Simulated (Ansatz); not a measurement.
The structure below was relaxed with PBEsol (Ansatz, a quantum-chemistry and plane-wave program), scalar-relativistic without spin-orbit coupling.

```
CELL_PARAMETERS angstrom
      0.00000     3.00591     3.00591
      3.00591     0.00000     3.00591
      3.00591     3.00591     0.00000
ATOMIC_POSITIONS crystal
  As 0.75000 0.75000 0.75000
  Cd 0.00000 0.00000 0.00000
```

Task: Find the space group and the Wyckoff positions.

Result: Space group F-43m (No. 216); a = b = c = 6.0118 Å, α = β = γ = 90.00°

```csv
atom,site,symmetry,x,y,z
As,4c,-43m,0.2500,0.2500,0.2500
Cd,4a,-43m,0.0000,0.0000,0.0000
```

Task: Describe the coordination.

Result: The crystal has 8 atoms in its conventional cell. Lattice parameters: a = 6.0118 Å, b = 6.0118 Å, c = 6.0118 Å, α = 90.00°, β = 90.00°, γ = 90.00°. As is coordinated by 4 Cd at 2.603 Å (tetrahedral). Cd has 4 As at 2.603 Å (tetrahedral). (Neighbours: up to the widest gap in distance over summed covalent radii, below 1.35, at either atom; cation-cation and far metal-metal contacts left out.)

Stability against distortions was not tested. The final runs are not spin-polarised. An odd electron count without spin: CdAs. The cell was made from InAs by this change: In → Cd; the result is a hypothetical phase, not in the database extracts checked.
